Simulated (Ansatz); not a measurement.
# What Al → Sb does to TiAl3

The reference is TiAl₃ (space group I4/mmm, No. 139; a = 3.816 Å, c = 8.551 Å).

Modification: full substitution Al → Sb, then cell and atoms are relaxed.

Method: PBEsol (Ansatz, a first-principles code), no spin-orbit coupling. Γ-centred 15×15×15 mesh, Fermi–Dirac width 0.05 eV, for the changed cell.

The density grows by 4.018 g/cm³, from 3.44 g/cm³ to 7.45 g/cm³ and the lattice parameter a rises by 0.516 Å, from 3.816 Å to 4.332 Å. The c/a ratio goes up by 0.023, from 2.241 to 2.264 and the space group is still I4/mmm (No. 139). The shortest interatomic distance increases by 0.365 Å, from 2.698 Å to 3.063 Å and the band gap remains zero.

Final structure:

```yaml
crystal:
  lattice:
    - [-2.16610, 2.16610, 4.90460]
    - [2.16610, -2.16610, 4.90460]
    - [2.16610, 2.16610, -4.90460]
  atoms:
    - { symbol: Sb, position: [0.50000, 0.50000, 0.00000] }
    - { symbol: Sb, position: [0.75000, 0.25000, 0.50000] }
    - { symbol: Sb, position: [0.25000, 0.75000, 0.50000] }
    - { symbol: Ti, position: [0.00000, 0.00000, 0.00000] }
```

No phonon test of stability was made. For TiSb3 in this form, whether it has been made was not checked. All final runs are without spin polarisation. An odd electron count without spin: TiSb3 and TiAl3. TiSb3 has a high density of states at the Fermi level and may be magnetic at this level.
